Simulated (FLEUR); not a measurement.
Worked example: self-consistent single point of MoPd (R-3m, 2 atoms in the cell) in FLEUR.

Computed with PBEsol, all-electron FLAPW (FLEUR), scalar-relativistic valence in FLEUR.

The change in words: lattice scaled by 0.98. Reference geometry:
```
CELL_PARAMETERS angstrom
      1.38767     0.80117     4.64477
     -1.38767     0.80117     4.64477
      0.00000    -1.60234     4.64477
ATOMIC_POSITIONS crystal
  Mo 0.00000 0.00000 0.00000
  Pd 0.50000 0.50000 0.50000
```

Reference input (self-consistent single point, DFT, PBEsol, all-electron FLAPW (FLEUR), scalar-relativistic valence): Kmax = 4.1 1/bohr; GmaxXC = 16.4 1/bohr; xcFunctional = PBEs; jspins = 1; l_soc = F; mode = gauss; fermiSmearingEnergy = 0.00183747 Htr; mesh (inpgen div1-3) = 14 14 14; inpgen gamma flag = true; Gmax = 16.4 1/bohr; numbands = 0; maxIterBroyd = 15. This run's input differs from it in these lines:

```diff
@@ -3,6 +3,6 @@
 &input film=f /
-0.2824262414 0.1630589210 0.9453291524
--0.2824262414 0.1630589210 0.9453291524
-0.0000000000 -0.3261176785 0.9453291807
-9.2849597433
+0.2824262724 0.1630589957 0.9453291303
+-0.2824262724 0.1630589957 0.9453291303
+0.0000000000 -0.3261176575 0.9453291879
+9.0992614670
 1.0 1.0 1.0
@@ -44,5 +44,5 @@
          <bravaisMatrix>
-            <row-1>    2.6223162818505279     1.5139955172709350     8.7773431242019111</row-1>
-            <row-2>   -2.6223162818505279     1.5139955172709350     8.7773431242019111</row-2>
-            <row-3>    0.0000000000000000    -3.0279895164509520     8.7773433869662725</row-3>
+            <row-1>    2.5698704977177655     1.4837164364207285     8.6017969289714120</row-1>
+            <row-2>   -2.5698704977177655     1.4837164364207285     8.6017969289714120</row-2>
+            <row-3>    0.0000000000000000    -2.9674298345980534     8.6017974530888726</row-3>
          </bravaisMatrix>
```

Output, abridged:

```
 Iteration:     1   Distance:      18.23807451 me/bohr^3
 Iteration:     2   Distance:      15.54155001 me/bohr^3
 Iteration:     3   Distance:       8.98661175 me/bohr^3
 Iteration:     4   Distance:       5.31089113 me/bohr^3
 Iteration:     5   Distance:       4.56679002 me/bohr^3
   [... 11 lines left out ...]
 Iteration:    17   Distance:       0.00038710 me/bohr^3
 Iteration:    18   Distance:       0.00007740 me/bohr^3
 Iteration:    19   Distance:       0.00002152 me/bohr^3
 Iteration:    20   Distance:       0.00000664 me/bohr^3
 Run finished successfully
 Stop message:
   Structural relaxation: Done

[file out, last iteration]
             iter=     21
[...]
          total density-effective poten   -1.4867422009E+04
          total charge density-energy d   -2.6348662553E+02
 Updated energy parameters for spin:           1
[...]
 fermi energy and band-weighting factors:

[...]
FERMIE:
          first approx. to ef    (T=0)  :   0.545743 htr   (energy of the highest occ. eigenvalue)
          number of occ. states  (T=0)  :       4348
          first approx. to seigv (T=0)  :  -8.903196 htr
          sum of weights of occ. states :  15.002551
          sum of semicore charge        :   0.000000 e
          fermi energy=   0.54570 har   work function= -14.84927 ev
          number of valence electrons=  30.00000
     band-weighting factor for spin=    1
   [... lines left out ...]
     k-point=  131
     k-point=  132
     k-point=  133
     k-point=  134
     k-point=  135
     k-point=  136
     k-point=  137
     k-point=  138
     k-point=  139
     k-point=  140
     k-point=  141
     k-point=  142
     k-point=  143
     k-point=  144
     k-point=  145
     k-point=  146
     k-point=  147
     k-point=  148
     k-point=  149
     k-point=  150
     k-point=  151
     k-point=  152
     k-point=  153
```

The run converged in 20 iterations. FLEUR gives forces in its relaxation mode, with a further iteration, so its stop message speaks of a relaxation. Against the reference run the total energy falls by 16.3 meV/atom.

The starting cell comes from a database of computed structures (which also holds hypothetical and non-ambient phases and stackings), without a prior relaxation at this level. For this run, on top of that: lattice scaled by 0.98. Spin polarisation is off. Values depend on the basis (sphere radii, cutoffs, local orbitals), which need not be converged.

Cost on one core of a shared machine: roughly 5 min.
